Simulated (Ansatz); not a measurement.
The reference is ZrO2 (space group P4_2/nmc, No. 137; a = 3.584 Å, c = 5.179 Å). Axes: x, y, z lie along a, b, c of the conventional cell.

One thing is altered: uniaxial stress, 2 GPa tension along z, with the cell and atoms free to relax against it.

Levels (all Ansatz, a program for electronic structure, PAW, earlier PAW set): PBEsol (420 eV, no SOC); r2SCAN (500 eV, no spin-orbit coupling); HSE06 (420 eV, without spin-orbit coupling).

One geometry, relaxed with PBEsol, under each level:

| level | band gap | lowest conduction level above the VBM at special points | pressure |
|---|---|---|---|
| PBEsol | 4.06 eV | Γ 4.06 eV; X 4.47 eV; R 4.57 eV; Z 4.61 eV | -0.67 GPa |
| r2SCAN | 4.66 eV | Γ 4.66 eV; X 5.04 eV; R 5.14 eV; Z 5.21 eV | 2.78 GPa |
| HSE06 | ___ | ___ | – |

Task: Give the withheld HSE06 results.

Result: 
- HSE06, band gap: 5.75 eV
- HSE06, lowest conduction level above the VBM at special points: Γ 5.75 eV; X 6.17 eV; R 6.28 eV

Single points use the geometry relaxed with PBEsol. Their cutoffs differ, which shifts pressures a little. The hybrid gap comes from the SCF mesh plus the semilocal run's edge points and a few special points and is an upper bound. Load acts through the strain it causes; cell and atoms are relaxed under it. Beyond what the load breaks, stability against distortions was not tested. This is not the structure that ZrO2 has at room temperature and ambient pressure.
